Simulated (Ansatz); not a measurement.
## Effect of biaxial strain −1.25 %, plane normal [111], relaxed out of plane on BeTe

Consider BeTe in the zinc blende structure (space group F-43m, No. 216; a = 5.604 Å). Axes: x, y, z lie along the cube axes.

It is then changed as follows: compressive biaxial strain of 1.25 % in the plane normal to [111], as in epitaxy on a mismatched substrate; the out-of-plane cell vector and the atoms relax.

Computed with Kohn–Sham DFT with the PBEsol functional, run in Ansatz (an electronic-structure program) with PAW and 420 eV plane waves, no spin-orbit coupling. k-mesh 10×10×10 (Γ-centred); smearing 0.05 eV (Fermi–Dirac).

| quantity | base | changed | shift |
|---|---|---|---|
| volume per atom | 22.00 Å³ | 21.57 Å³ | -0.43 Å³ |
| space group | F-43m (No. 216) | R3m (No. 160) | – |
| shortest interatomic distance | 2.427 Å | 2.407 Å | -0.020 Å |
| energy relative to the base (free energy F) | 0 meV/atom | +3.2 meV/atom | +3.2 meV/atom |
| band gap | 1.84 eV | 1.72 eV | -0.113 eV |
| gap character | – | indirect, Γ → F | – |
| smallest direct gap | 3.61 eV | 3.37 eV | -0.235 eV |
| valence-band top at Γ (three highest levels, from the VBM) | 0.00, 0.00, 0.00 eV | 0.00, 0.00, -0.16 eV | – |
| valley order (the lowest conduction-band minima on the path, energy above the VBM, named in the base's zone) | X along ⟨100⟩ 1.84 eV; L along ⟨111⟩ 3.08 eV | X along [100] 1.72 eV; L along [1-11] 3.03 eV | – |
| out-of-plane strain | – | +0.54 % | – |
| ratio −ε⊥/ε∥ | – | 0.43 | – |

With Te present, leaving out spin-orbit coupling can change the band edges. Stability against distortions was not tested. k-point labels follow each cell's own Brillouin zone.
